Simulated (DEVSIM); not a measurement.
Structure: Schottky contact on n-type Si, at 300 K.

Layer 1 from the left is Si, thickness (μm) 0.520, Nd (cm⁻³) 9.3e15, τn (s) 1.3e-6, τp (s) 1.3e-6.

Left contact: Schottky, work function 4.94 eV, emission velocity 7.2e6 cm/s. Right contact: ohmic. Voltage is applied to the left contact. Recombination: SRH at mid-gap. Mobility is μmin + (μ − μmin)/(1 + (N/Nref)^α).

This is a model device: material constants are rounded textbook-type values typed into the input, and sizes, dopings and lifetimes were drawn at random. Values at 300 K.

Si: gap (eV) 1.124, affinity (eV) 4.05, permittivity 11.7, Nc (cm⁻³) 2.86e19, Nv (cm⁻³) 3.1e19, μn (cm²/Vs) 1417, μp (cm²/Vs) 470, μn,min 52, μp,min 45, Nref,n 9.7e16, Nref,p 2.2e17, αn 0.68, αp 0.72.

Simulated with DEVSIM: 1D drift-diffusion, Boltzmann statistics, complete ionisation; no tunnelling, impact ionisation, image-force lowering or self-heating. Metal contacts follow the ideal Schottky-Mott rule: no Fermi-level pinning, no interface dipoles.

Q: What does the simulation give for the dark forward voltage at 1 A/cm², the dark forward voltage at 100 A/cm²?

A: dark forward voltage at 1 A/cm² 0.448 V; dark forward voltage at 100 A/cm² 0.574 V.
